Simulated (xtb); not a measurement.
xtb 6.7.1, GFN2-xTB: Al(OH)4 ([OH][Al-]([OH])([OH])[OH]), charge -1, multiplicity 1, 9 atoms. The geometry is a generated start, not checked to be a minimum at this level.

- run flags: --grad
- method: GFN2-xTB
- --acc: 1 (default)
- --etemp (K): 300 (default)
- basis functions: 30
- valence electrons: 32

```xyz
9

Al    -0.0017     0.0183     0.0367
O      1.5919    -0.3918    -0.5627
H      1.7683    -0.3978    -1.4933
O      0.1583     0.1974     1.7668
H      0.8432     0.7667     2.0878
O     -0.5263     1.4733    -0.7829
H     -1.4390     1.5439    -1.0311
O     -1.2068    -1.2116    -0.2738
H     -1.1880    -1.9984     0.2525
```

Charge -1 and multiplicity 1 are set for this test and not shown to be the ground state.

One run each on 1 thread. Values of broydamp tried: 0.02, 0.05, 0.1, 0.2, 0.4 (default), 0.6, 0.8, 1.

Which value of broydamp needs the fewest SCC iterations, and what happens away from it?

Fewest SCC iterations, within one of each other: 0.6 with 10, 0.8 with 9, 1 with 10. The count rises to 15 at 0.02. All converge to one solution.

```
broydamp       SCC iterations            end
-------------  --------------  -------------
0.02                       15  same solution
0.05                       14  same solution
0.1                        14  same solution
0.2                        12  same solution
0.4 (default)              11  same solution
0.6                        10  same solution
0.8                         9  same solution
1                          10  same solution
```
